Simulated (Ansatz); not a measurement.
# Response to strain in BeS

Take BeS in the zinc blende structure (space group F-43m, No. 216; a = 4.869 Å) as the base. Axes: x, y, z lie along the cube axes.

Strains are applied to the cell and any free atomic positions relax; under biaxial strain the out-of-plane vector relaxes too.

Level of theory: r2SCAN (Ansatz, a program for electronic structure; PAW; 500 eV plane waves; no spin-orbit coupling).

Candidates:
(a) biaxial strain +1.00 %, plane normal [001], relaxed out of plane
(b) biaxial strain +3.00 %, plane normal [001], relaxed out of plane
(c) biaxial strain +0.50 %, plane normal [001], relaxed out of plane
(d) biaxial strain +2.50 %, plane normal [001], relaxed out of plane
(e) biaxial strain +1.50 %, plane normal [001], relaxed out of plane

Q: Order them by out-of-plane strain, lowest first.

A: (b) biaxial strain +3.00 %, plane normal [001], relaxed out of plane (-2.40 %), (d) biaxial strain +2.50 %, plane normal [001], relaxed out of plane (-1.99 %), (e) biaxial strain +1.50 %, plane normal [001], relaxed out of plane (-1.18 %), (a) biaxial strain +1.00 %, plane normal [001], relaxed out of plane (-0.78 %), (c) biaxial strain +0.50 %, plane normal [001], relaxed out of plane (-0.39 %)

No phonon test of stability was made.
